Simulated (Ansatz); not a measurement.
The parent structure is CsSnI3 in the cubic perovskite structure (space group Pm-3m, No. 221).

```
CELL_PARAMETERS angstrom
      6.13052     0.00000     0.00000
      0.00000     6.13052     0.00000
      0.00000     0.00000     6.13052
ATOMIC_POSITIONS crystal
  Cs 0.00000 0.00000 0.00000
  Sn 0.50000 0.50000 0.50000
  I  0.50000 0.00000 0.50000
  I  0.00000 0.50000 0.50000
  I  0.50000 0.50000 0.00000
```

Cartesian axes are those of the cell as printed.

Method: PBEsol (Ansatz, a first-principles code), scalar-relativistic without spin-orbit coupling.

Before the change:

Band gap: 0.10 eV
Pressure: 0.0 GPa
Shortest interatomic distance: 3.065 Å

The change: biaxial strain −1.50 %, plane normal [111], relaxed out of plane (Cartesian); in-plane vectors clamped, the third vector and the atoms free.

Question: What happens to the energy relative to the base, band gap, pressure and shortest interatomic distance?

Answer: The energy goes up by 1.3 meV/atom; the band gap changes from 0.10 eV to zero; the pressure (mean of the normal stresses, compression positive) goes from zero to 0.2 GPa; the shortest interatomic distance drops by 0.011 Å (3.065 Å → 3.054 Å).

With I present, leaving out spin-orbit coupling can change the band edges. Whether these cells are dynamically stable was not tested. The final runs are not spin-polarised. Many cubic perovskites are stable only at high temperature; tilts and polar distortions were not tested. Gaps under 0.05 eV, about the width of the smearing, are given as zero. The zero or small gap of CsSnI3 can change with the level of theory.
